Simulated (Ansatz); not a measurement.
Relaxation of the outer planes of the (0001) surface of hcp Re in its 1x1 cell, outermost plane spacing 2.24 Å in the ideal cut.

Calculation: PBE (plane waves to 420 eV, PAW; Ansatz, a quantum-chemistry and plane-wave program).

Model: 6-atom slab, 11.2 Å thick at the start, 15x15x1 mesh, Fermi-Dirac 0.1 eV, dipole correction, all atoms relaxed; symmetry of the start imposed; no spin, no spin-orbit, no U.

```
plane  atoms  bulk spacing to the next (Å)  relaxed spacing (Å)  change (%)  rumpling (Å)
-----  -----  ----------------------------  -------------------  ----------  ------------
1         Re                         2.241           (withheld)  (withheld)          0.00
2         Re                         2.241                2.329         3.9          0.00
```

Q: What belongs in the gaps?

A: 
- 1, relaxed spacing (Å): 2.102
- 1, change (%): -6.2
